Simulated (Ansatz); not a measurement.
Input:

```xyz
3
Lattice="3.2773 0.0000 0.0000 0.0000 3.2773 0.0000 1.6387 -1.6387 3.9151" Properties=species:S:1:pos:R:3 pbc="T T T"
Si     1.6387     1.6387     1.2929
Si     3.2773     0.0000     2.6222
W      0.0000     0.0000     0.0000
```

No spin polarisation.

Calculations: Ansatz (a first-principles code) PBE, spin-orbit coupling left out. Settings: 25×25×25 k-points, 0.1 eV Fermi–Dirac smearing.

Q: What is the computed band gap?

A: Zero.

Q: Predict the pressure (mean of the normal stresses, compression positive).

A: -4.7 GPa.

The cells carry an imposed strain or load. Whether these cells are dynamically stable was not tested. All final runs are without spin polarisation. The cell was made from WSi2 (space group I4/mmm, No. 139) by this change: biaxial strain +1.50 %, plane normal [001], relaxed out of plane.
